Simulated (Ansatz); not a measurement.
CaZrN₂ (R-3m, No. 166, 4 atoms in the cell; start mp-1029267)

The numbers are results of LDA (Ansatz, an electronic-structure program, plane waves, PAW), not measurements.

Run with plane-wave cutoff 520 eV, 12×12×12 k mesh, Fermi–Dirac smearing 0.01 eV, scalar-relativistic PAW data made under PBE.

Cell (relaxed at this level):

```cif
data_CaN2Zr
_chemical_formula_sum 'Ca1 Zr1 N2'
_space_group_name_H-M_alt 'P 1'
_space_group_IT_number 1
_cell_length_a 5.81798
_cell_length_b 5.81798
_cell_length_c 5.81798
_cell_angle_alpha 32.551
_cell_angle_beta 32.551
_cell_angle_gamma 32.551
loop_
_space_group_symop_operation_xyz
  'x, y, z'
loop_
_atom_site_label
_atom_site_type_symbol
_atom_site_fract_x
_atom_site_fract_y
_atom_site_fract_z
_atom_site_occupancy
Ca1 Ca 0.00000 0.00000 0.00000 1
Zr1 Zr 0.50000 0.50000 0.50000 1
N1 N 0.23881 0.23881 0.23881 1
N2 N 0.76119 0.76119 0.76119 1
```

```json
{
  "band_gap": "0.30 eV",
  "smallest_direct_gap_on_the_k_points_sampled": "0.90 eV",
  "Γ–Γ gap": "2.64 eV"
}
```

Spin–orbit coupling is not included.

It cost about 8 core-seconds (a rough figure) of CPU time.

A start named mp-… is a Materials Project structure, which need not be a measured phase.
